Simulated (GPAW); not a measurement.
## Input and output of a self-consistent single point for YBiO2F2 (P-4m2, 6 atoms in the cell) (GPAW)

Computed with PBEsol, GPAW PAW datasets PBEsol (made by gpaw-setup) (plane waves; GPAW 25.7.0).

Input as run:

```python
from ase import Atoms
from ase.units import GPa
from gpaw import GPAW, PW

atoms = Atoms(['Y', 'Bi', 'O', 'O', 'F', 'F'],
              cell=[[3.949684, 0.000000, 0.000000],
                    [0.000000, 3.949684, 0.000000],
                    [0.000000, 0.000000, 5.645130]],
              positions=[[0.000000, 0.000000, 0.000000],
                         [1.974842, 1.974842, 2.822565],
                         [0.000000, 1.974842, 4.209178],
                         [1.974842, 0.000000, 1.435952],
                         [0.000000, 1.974842, 1.239783],
                         [1.974842, 0.000000, 4.405347]],
              pbc=True)

calc = GPAW(mode=PW(900),
            xc='PBEsol',
            kpts=(5, 5, 3),
            occupations={'name': 'fixed-uniform'},
            nbands=-6,
            convergence={'density': 1e-05, 'energy': 1e-05, 'bands': -4},
            symmetry={'symmorphic': False, 'tolerance': 0.0005},
            maxiter=120)

atoms.calc = calc

energy = atoms.get_potential_energy()
print('Energy (eV):', round(energy, 6))
forces = atoms.get_forces()
print('Forces (eV/Ang):')
print(forces.round(5))
stress = atoms.get_stress()
print('Stress (GPa, Voigt):', (stress / GPa).round(4))
```

Output (repeated stretches shortened):

```
Input parameters:
  convergence: {bands: -4,
                density: 1e-05,
                energy: 1e-05}
  kpts: [5 5 3]
  maxiter: 120
  mode: {ecut: 900.0000000000001,
         name: pw}
  nbands: -6
  occupations: {name: fixed-uniform}
  symmetry: {symmorphic: False,
             tolerance: 0.0005}
  xc: PBEsol

species:
  Y:
    name: Yttrium
    Z: 39.0
    valence: 11
    core: 28
    charge: 0.0
    file: Y.PBEsol.gz

    # Using partial waves for Y as LCAO basis

  Bi:
    name: Bismuth
    Z: 83.0
    valence: 15
    core: 68
    charge: 0.0
    file: Bi.PBEsol.gz

    # Using partial waves for Bi as LCAO basis

  O:
    name: Oxygen
    Z: 8.0
    valence: 6
    core: 2
    charge: 0.0
    file: O.PBEsol.gz

    # Using partial waves for O as LCAO basis

  F:
    name: Fluorine
    Z: 9.0
    valence: 7
    core: 2
    charge: 0.0
    file: F.PBEsol.gz

    # Using partial waves for F as LCAO basis

Reference energy: -686211.295113  # eV

Spin-paired calculation

Convergence criteria:
 Maximum [total energy] change in last 3 cyles: 1e-05 eV / valence electron
 Maximum integral of absolute [dens]ity change: 1e-05 electrons / valence electron
 Maximum integral of absolute [eigenst]ate change: 4e-08 eV^2 / valence electron
 Maximum number of scf [iter]ations: 120

Symmetries present (total): 8
Symmetries with fractional translations: 0
75 k-points: 5 x 5 x 3 Monkhorst-Pack grid
12 k-points in the irreducible part of the Brillouin zone
       k-points in crystal coordinates                weights
   0:     0.00000000    0.00000000    0.00000000          1/75
   1:     0.00000000    0.00000000    0.33333333          2/75
   2:     0.20000000    0.00000000    0.00000000          4/75
   [... 7 lines left out ...]
          ...
  11:     0.40000000    0.40000000    0.33333333          8/75

Wave functions: Plane wave expansion
  Cutoff energy: 900.000 eV
  Number of coefficients (min, max): 5381, 5447
  Pulay-stress correction: 0.000000 eV/Ang^3 (de/decut=0.000000)

Occupation numbers: # Uniform distribution of occupation numbers

Eigensolver

Densities:
  Coarse grid: 28*28*40 grid
  Fine grid: 56*56*80 grid
  Total Charge: 0.000000

Density mixing:
  Method: separate
  Backend: pulay
  Linear mixing parameter: 0.05
  old densities: 5
  Damping of long wavelength oscillations: 50

Hamiltonian:
  XC and Coulomb potentials evaluated on a 56*56*80 grid
  External potential:
    NoExternalPotential

XC parameters: PBEsol with 2 nearest neighbor stencil

Number of atoms: 6
Number of atomic orbitals: 38
Number of bands in calculation: 32
Number of valence electrons: 52
Bands to converge: 28

Density initialized from atomic densities
  32 bands from LCAO basis set

Atomic positions and initial magnetic moments

Positions:
   0 Y      0.000000    0.000000    0.000000    ( 0.0000,  0.0000,  0.0000)
   1 Bi     1.974842    1.974842    2.822565    ( 0.0000,  0.0000,  0.0000)
   2 O      0.000000    1.974842    4.209178    ( 0.0000,  0.0000,  0.0000)
   3 O      1.974842    0.000000    1.435952    ( 0.0000,  0.0000,  0.0000)
   4 F      0.000000    1.974842    1.239783    ( 0.0000,  0.0000,  0.0000)
   5 F      1.974842    0.000000    4.405347    ( 0.0000,  0.0000,  0.0000)

Unit cell:
           periodic     x           y           z      points  spacing
  1. axis:    yes    3.949684    0.000000    0.000000    28     0.1411
  2. axis:    yes    0.000000    3.949684    0.000000    28     0.1411
  3. axis:    yes    0.000000    0.000000    5.645130    40     0.1411

  Lengths:   3.949684   3.949684   5.645130
  Angles:   90.000000  90.000000  90.000000

Effective grid spacing dv^(1/3) = 0.1411

     iter     time        total  log10-change:
                         energy   eigst   dens
iter:   1 --:--:--   -47.074915   -0.05
iter:   2 --:--:--   -45.489421   -1.18  -0.99
iter:   3 --:--:--   -41.900942   -0.26  -1.05
iter:   4 --:--:--   -41.928056   -1.51  -1.37
iter:   5 --:--:--   -41.944858   -1.28  -1.42
iter:   6 --:--:--   -41.810965   -1.37  -1.66
iter:   7 --:--:--   -41.770878   -1.44  -1.91
iter:   8 --:--:--   -41.766000   -2.44  -2.08
iter:   9 --:--:--   -41.765509   -2.77  -2.55
iter:  10 --:--:--   -41.764871   -2.82  -2.55
iter:  11 --:--:--   -41.763744   -3.49  -2.82
iter:  12 --:--:--   -41.763477   -4.33  -3.08
iter:  13 --:--:--   -41.763387c  -4.75  -3.33
iter:  14 --:--:--   -41.763423c  -4.83  -3.45
iter:  15 --:--:--   -41.763423c  -5.71  -3.82
iter:  16 --:--:--   -41.763421c  -4.97  -3.86
iter:  17 --:--:--   -41.763417c  -6.35  -3.88
iter:  18 --:--:--   -41.763419c  -5.88  -4.13
iter:  19 --:--:--   -41.763417c  -6.20  -4.15
iter:  20 --:--:--   -41.763420c  -5.77  -4.30
iter:  21 --:--:--   -41.763416c  -6.02  -4.11
iter:  22 --:--:--   -41.763416c  -6.31  -4.68
iter:  23 --:--:--   -41.763416c  -7.48c -4.85
iter:  24 --:--:--   -41.763416c  -8.25c -4.94
iter:  25 --:--:--   -41.763416c  -8.10c -4.98
iter:  26 --:--:--   -41.763416c  -7.79c -5.04c

Converged after 26 iterations.

Dipole moment: (-0.000000, -0.000000, 0.000000) |e|*Ang

Energy contributions relative to reference atoms: (reference = -686211.295113)

Kinetic:        +44.696218
Potential:      -47.525274
External:        +0.000000
XC:             -37.562832
Entropy (-ST):   +0.000000
Local:           -1.371528
SIC:             +0.000000
--------------------------
Free energy:    -41.763416
Extrapolated:   -41.763416

Showing only first 2 kpts
 Kpt  Band  Eigenvalues  Occupancy
  0    24      4.00305    2.00000
  0    25      4.36360    2.00000
  0    26      8.65960    0.00000
  0    27      9.78552    0.00000

  1    24      4.05605    2.00000
  1    25      4.57926    2.00000
  1    26      7.91788    0.00000
  1    27     10.11980    0.00000

Fermi level: 6.68484

Gap: 2.466 eV
Transition (v -> c):
  (s=0, k=11, n=25, [0.40, 0.40, 0.33]) -> (s=0, k=1, n=26, [0.00, 0.00, 0.33])
Direct/indirect transitions are different
Direct gap: 3.339 eV
Transition at: (s=0, k=1, n=25, [0.00, 0.00, 0.33])
Energy (eV): -41.763416

Forces in eV/Ang:
  0 Y     0.00000    0.00000    0.00000
  1 Bi    0.00000    0.00000    0.00000
  2 O     0.00000    0.00000    0.03834
  3 O     0.00000    0.00000   -0.03834
  4 F     0.00000    0.00000   -0.22267
  5 F     0.00000    0.00000    0.22267

Stress tensor:
     0.052400     0.000000     0.000000
     0.000000     0.052400     0.000000
     0.000000     0.000000     0.049172
Stress (GPa, Voigt): [8.3954 8.3954 7.8782 0.     0.     0.    ]
```

The run converged in 26 iterations. GPAW prints stress with tension positive.

At such cutoffs GPAW's stress carries a finite-basis (Pulay) error, which enters relaxed cells too; its log prints stress with tension positive.

The starting cell comes from a database of computed structures (which also holds hypothetical and non-ambient phases and stackings), without a prior relaxation at this level. Its lattice was rescaled by a random factor within 2.5 % of one. Spin-orbit coupling is off.
